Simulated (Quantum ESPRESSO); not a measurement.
```xyz
4
Lattice="3.5276 0.0000 0.0000 0.0000 3.5276 0.0000 0.0000 0.0000 3.5276" Properties=species:S:1:pos:R:3 pbc="T T T"
Si     0.0000     0.0000     0.0500
Ni     0.0000     1.7638     1.7638
Ni     1.7638     0.0000     1.7638
Ni     1.7638     1.7638     0.0000
```

Method: PBE, PSlibrary PAW (PBE, semicore) pseudopotentials (plane waves; Quantum ESPRESSO 7.5).

The set-up and first iterations of a Quantum ESPRESSO log for Ni3Si (P4mm, 4 atoms in the cell):

```
     file Si.pbe-n-kjpaw_psl.1.0.0.UPF: wavefunction(s)  3S 3P renormalized
     file Ni.pbe-spn-kjpaw_psl.1.0.0.UPF: wavefunction(s)  3P 3D renormalized
     Message from routine setup:
     using ibrav=0 with symmetry is DISCOURAGED, use correct ibrav instead
     G-vector sticks info
     --------------------
     sticks:   dense  smooth     PW     G-vecs:    dense   smooth      PW
     Sum         797     545    161                17077     9435    1503

     bravais-lattice index     =            0
     lattice parameter (alat)  =       6.6661  a.u.
     unit-cell volume          =     296.2212 (a.u.)^3
     number of atoms/cell      =            4
     number of atomic types    =            2
     number of electrons       =        58.00
     number of Kohn-Sham states=           35
     kinetic-energy cutoff     =      38.0000  Ry
     charge density cutoff     =     228.0000  Ry
     scf convergence threshold =      1.0E-11
   [... lines left out ...]
     Si                4.00    28.08500     Si( 1.00)
     Ni               18.00    58.69340     Ni( 1.00)

      8 Sym. Ops. (no inversion) found

   Cartesian axes

     site n.     atom                  positions (alat units)
         1        Si     tau(   1) = (   0.0000000   0.0000000   0.0141740  )
         2        Ni     tau(   2) = (   0.0000000   0.5000000   0.5000000  )
         3        Ni     tau(   3) = (   0.5000000   0.0000000   0.5000000  )
         4        Ni     tau(   4) = (   0.5000000   0.5000000   0.0000000  )

     number of k points=     6  Gaussian smearing, width (Ry)=  0.0073
                       cart. coord. in units 2pi/alat
        k(    1) = (   0.0000000   0.0000000   0.0000000), wk =   0.0740741
        k(    2) = (   0.0000000   0.0000000   0.3333333), wk =   0.1481481
        k(    3) = (   0.0000000   0.3333333   0.3333333), wk =   0.5925926
        k(    4) = (   0.3333333   0.3333333   0.3333333), wk =   0.5925926
        k(    5) = (   0.3333333   0.0000000   0.0000000), wk =   0.2962963
        k(    6) = (   0.3333333  -0.3333333   0.0000000), wk =   0.2962963

     Dense  grid:    17077 G-vectors     FFT dimensions: (  36,  36,  36)

     Smooth grid:     9435 G-vectors     FFT dimensions: (  27,  27,  27)

     Initial potential from superposition of free atoms

     starting charge      57.9987, renormalised to      58.0000
     Self-consistent Calculation

     iteration #  1     ecut=    38.00 Ry     beta= 0.70

     total energy              =   -1331.76623457 Ry
     estimated scf accuracy    <       0.62863959 Ry

     iteration #  2     ecut=    38.00 Ry     beta= 0.70

     total energy              =   -1331.79182589 Ry
     estimated scf accuracy    <       0.49569079 Ry

     iteration #  3     ecut=    38.00 Ry     beta= 0.70

     total energy              =   -1331.73356042 Ry
     estimated scf accuracy    <       0.25591034 Ry
```

### Question
Will this run converge, and how will it end?

### Answer
The run ended unconverged after 100 iterations. It gives no final result for the task that was set. The log goes on:

```
   [... 95 blocks of this kind left out ...]

     iteration # 99     ecut=    38.00 Ry     beta= 0.70

     total energy              =   -1331.71244567 Ry
     estimated scf accuracy    <       0.13005534 Ry

     iteration #100     ecut=    38.00 Ry     beta= 0.70

     total energy              =   -1331.63061460 Ry
     estimated scf accuracy    <       0.57183710 Ry
     End of self-consistent calculation

     convergence NOT achieved after 100 iterations: stopping

   JOB DONE.
```

The starting cell has typed, rounded lattice constants, without a prior relaxation at this level. Its lattice was rescaled by up to half a per cent. One atom was moved a little off its site on purpose.

The run was DFT, PBE, plane waves, PSlibrary PAW (PBE, semicore) pseudopotentials. Main settings of its input:

| key | value |
|---|---|
| ecutwfc | 38 Ry |
| ecutrho | 228 Ry |
| occupations | smearing |
| smearing | gauss |
| degauss | 0.0073499 Ry |
| potentials | {Si: Si.pbe-n-kjpaw_psl.1.0.0.UPF, Ni: Ni.pbe-spn-kjpaw_psl.1.0.0.UPF} |
| K_POINTS | automatic 3 3 3 0 0 0 |
| conv_thr | 1e-11 Ry |
